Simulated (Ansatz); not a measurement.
A computed series for W: pressure series

The parent structure is W in the bcc (W type) structure (space group Im-3m, No. 229; a = 3.1835 Å).

Cell and atoms are relaxed at each pressure.

All numbers come from Kohn–Sham DFT with the PBE functional, run in Ansatz (a program for electronic structure) with PAW and 420 eV plane waves, scalar-relativistic without spin-orbit coupling.

```
pressure (GPa)  volume per atom (Å³/atom)
--------------  -------------------------
-2                                 16.240
-1                                 16.186
0                                  16.132
3                                  15.977
7                                  15.782
15                                 15.426
30                                      ?
50                                 14.214
100                                13.034
```

Fit the third-order Birch–Murnaghan form P(V) = (3B₀/2)[(V₀/V)^(7/3) − (V₀/V)^(5/3)]·[1 + (3/4)(B₀′ − 4)((V₀/V)^(2/3) − 1)] (squares taken in P) to the rows shown and predict the withheld row.

Least squares on the printed values gives V₀ = 16.132 Å³/atom, B₀ = 307 GPa, B₀′ = 4.0; this predicts 14.849 Å³/atom, and the run gives 14.848 Å³/atom, in agreement.

Load acts through the strain it causes; cell and atoms are relaxed under it. No phonon test of stability was made. No other phases were tried under pressure. All final runs are without spin polarisation.
